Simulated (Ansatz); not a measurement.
**MoSi2, pressure series**

The parent structure is MoSi2 (space group I4/mmm, No. 139).

```
CELL_PARAMETERS angstrom
     -1.60850     1.60850     3.93661
      1.60850    -1.60850     3.93661
      1.60850     1.60850    -3.93661
ATOMIC_POSITIONS crystal
  Mo 0.00000 0.00000 0.00000
  Si 0.33511 0.33511 0.00000
  Si 0.66489 0.66489 0.00000
```

Cell and atoms are relaxed at each pressure.

Computed with DFT with PBE, PAW potentials and a 420 eV plane-wave cutoff in Ansatz (a program for electronic structure), without spin-orbit coupling, earlier PAW set.

```json
[
 {"change": "base", "shortest interatomic distance": "259.6 pm", "density": "6.20 g/cm³"},
 {"change": "pressure −2 GPa", "shortest interatomic distance": "(withheld)", "density": "6.14 g/cm³"},
 {"change": "pressure −1 GPa", "shortest interatomic distance": "259.9 pm", "density": "6.17 g/cm³"},
 {"change": "pressure 0.3 GPa", "shortest interatomic distance": "259.6 pm", "density": "6.21 g/cm³"},
 {"change": "pressure 0.7 GPa", "shortest interatomic distance": "259.5 pm", "density": "6.22 g/cm³"},
 {"change": "pressure 1.5 GPa", "shortest interatomic distance": "259.2 pm", "density": "(withheld)"},
 {"change": "pressure 3 GPa", "shortest interatomic distance": "258.9 pm", "density": "(withheld)"},
 {"change": "pressure 5 GPa", "shortest interatomic distance": "258.4 pm", "density": "6.35 g/cm³"},
 {"change": "pressure 7.5 GPa", "shortest interatomic distance": "(withheld)", "density": "6.41 g/cm³"},
 {"change": "pressure 10 GPa", "shortest interatomic distance": "257.3 pm", "density": "6.48 g/cm³"}
]
```

Some entries are withheld; estimate them.


- pressure −2 GPa, shortest interatomic distance: 260.2 pm
- pressure 1.5 GPa, density: 6.24 g/cm³
- pressure 3 GPa, density: 6.29 g/cm³
- pressure 7.5 GPa, shortest interatomic distance: 257.9 pm

Load acts through the strain it causes; cell and atoms are relaxed under it. Whether these cells are dynamically stable was not tested. Competing high-pressure phases were not computed. All final runs are without spin polarisation.
